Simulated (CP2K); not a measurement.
CP2K run on La₂AlGe (Amm2, 4 atoms in the cell): self-consistent single point.

Level of theory: PBEsol, GPW, DZVP-MOLOPT-SR-GTH basis, GTH-PBE potentials (GTH_POTENTIALS) (CP2K).

The change in words: lattice scaled by 0.98. Reference geometry:
```
CELL_PARAMETERS angstrom
      4.16601     0.00000     0.00000
      0.00000     6.19637     0.00000
      0.00000     4.50374     4.25575
ATOMIC_POSITIONS crystal
  La 0.00000 0.64103 0.64103
  La 0.50000 0.35595 0.35595
  Al 0.00000 0.93397 0.93397
  Ge 0.50000 0.06905 0.06905
```

Reference input (self-consistent single point, DFT PBEsol, GPW, DZVP-MOLOPT-SR-GTH basis, GTH-PBE potentials (GTH_POTENTIALS)): CUTOFF = 500 Ry; REL_CUTOFF = 50 Ry; SMEAR/METHOD = FERMI_DIRAC; ELECTRONIC_TEMPERATURE = 580.23 K; KPOINTS/SCHEME = MONKHORST-PACK 6 5 5; GAMMA_CENTERED = T; XC_FUNCTIONAL = PBE:PBESOL; La/BASIS_SET = DZVP-MOLOPT-SR-GTH-q11; La/POTENTIAL = GTH-PBE-q11; Al/BASIS_SET = DZVP-MOLOPT-SR-GTH-q3; Al/POTENTIAL = GTH-PBE-q3; Ge/BASIS_SET = DZVP-MOLOPT-SR-GTH-q4. This run's input differs from it in these lines:

```diff
@@ -67,4 +67,4 @@
     &CELL
-      ABC 4.16600600 6.19637500 6.19637515
-      ALPHA_BETA_GAMMA 43.37831840 90.00000000 90.00000000
+      ABC 4.08268600 6.07244700 6.07244748
+      ALPHA_BETA_GAMMA 43.37831942 90.00000000 90.00000000
       PERIODIC XYZ
```

The program printed (abridged):

```
 SCF WAVEFUNCTION OPTIMIZATION

  Step     Update method      Time    Convergence         Total energy    Change
     1 NoMix/Diag. 0.20E+00      -     1.25654212       -70.2336612480 -7.02E+01
     2 Broy./Diag. 0.20E+00      -     0.01416972       -69.6815973873  5.52E-01
     3 Broy./Diag. 0.20E+00      -     0.02540434       -69.4817333512  2.00E-01
     4 Broy./Diag. 0.20E+00      -     0.01365106       -69.3477403010  1.34E-01
     5 Broy./Diag. 0.20E+00      -     0.00213119       -69.3238740186  2.39E-02
     6 Broy./Diag. 0.20E+00      -     0.00187058       -69.3213470317  2.53E-03
   [... 4 lines left out ...]
    11 Broy./Diag. 0.20E+00      -     0.00001202       -69.3255012852 -3.27E-05
    12 Broy./Diag. 0.20E+00      -     0.00000108       -69.3255195465 -1.83E-05
    13 Broy./Diag. 0.20E+00      -     0.00000150       -69.3255164723  3.07E-06
    14 Broy./Diag. 0.20E+00      -     0.00000025       -69.3255149051  1.57E-06
  *** SCF run converged in    14 steps ***

  Overlap energy of the core charge distribution:               0.00000000003720
  Self energy of the core charge distribution:               -141.60201631521034
  Core Hamiltonian energy:                                     28.36937886913244
  Hartree energy:                                              54.57964943429121
  Exchange-correlation energy:                                -10.67130395087338
  Electronic entropic energy:                                  -0.00122294252798
  Fermi energy:                                                 0.31520132024524

  Total energy:                                               -69.32551490509584
  Total energy (extrapolated to T->0):                        -69.32490343383185

                     Mulliken Population Analysis

   [... lines left out ...]

 STRESS| Analytical stress tensor [bar]
 STRESS|                        x                   y                   z
 STRESS|      x        4.44859386648E+04  -2.22289107556E-09   1.45693288266E-09
 STRESS|      y       -2.22289107556E-09   5.53359696633E+04   6.83320173753E+03
 STRESS|      z        1.45693288266E-09   6.83320173753E+03   4.08720850725E+04
 STRESS| 1/3 Trace                                             4.68979978002E+04
```

The run converged in 14 iterations. Against the reference run the free energy goes up by 25.6 meV/atom, the pressure goes from 0.56 to 4.69 GPa and the largest force goes from 0.216 to 0.298 eV/Å.

The starting cell comes from a database of computed structures (which also holds hypothetical and non-ambient phases and stackings), without a prior relaxation at this level. Its lattice was rescaled by a random factor within 2.5 % of one. For this run, on top of that: lattice scaled by 0.98. Values carry the incompleteness of an atom-centred basis. The potentials were made for another functional than the one used. With a pressure of about 5 GPa the cell is away from its equilibrium volume at this level.

Cost on one core of a shared machine: roughly 2 min.
